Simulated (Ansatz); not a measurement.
Start from Rb in the bcc (W type) structure (space group Im-3m, No. 229; relaxed with 0.1 eV smearing).

```xyz
1
Lattice="-2.7875 2.7875 2.7875 2.7875 -2.7875 2.7875 2.7875 2.7875 -2.7875" Properties=species:S:1:pos:R:3 pbc="T T T"
Rb     0.0000     0.0000     0.0000
```

The values are results of Ansatz (an electronic-structure program) PBEsol, no spin-orbit coupling, not measurements.

For the base:

```
Quantity   Result
--------  -------
Pressure  0.0 GPa
```

Modification: every lattice vector is shortened by 2.84 %, atoms relaxed at fixed cell.

Task: Predict the new energy relative to the base and pressure.

Result: The energy increases by 5.9 meV/atom; the pressure goes from zero to 0.3 GPa.

The cells carry an imposed strain or load. Stability against distortions was not tested. All final runs are without spin polarisation.
